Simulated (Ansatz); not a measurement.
CsCl-type NiAl, treated with PBEsol (Ansatz, an electronic-structure program, PAW).

Numerical settings: plane-wave cutoff 520 eV, 22×22×22 k mesh, Fermi–Dirac smearing 0.072 eV (set by the program), no spin polarisation, scalar-relativistic PAW data made under PBE.

Computed at the level's own relaxed cell.

```
CELL_PARAMETERS angstrom
      2.86227     0.00000     0.00000
      0.00000     2.86227     0.00000
      0.00000     0.00000     2.86227
ATOMIC_POSITIONS crystal
  Al 0.50000 0.50000 0.50000
  Ni 0.00000 0.00000 0.00000
```

Problem. Give the elastic tensor (Voigt notation, GPa, ions relaxed, in the Cartesian axes of the cell as printed).

Solution. 
```
  224.8   147.3   147.3     0.0     0.0     0.0
  147.3   224.8   147.3     0.0     0.0     0.0
  147.3   147.3   224.8     0.0     0.0     0.0
    0.0     0.0     0.0   128.5     0.0     0.0
    0.0     0.0     0.0     0.0   128.5     0.0
    0.0     0.0     0.0     0.0     0.0   128.5
```

Computed values are for the static lattice.
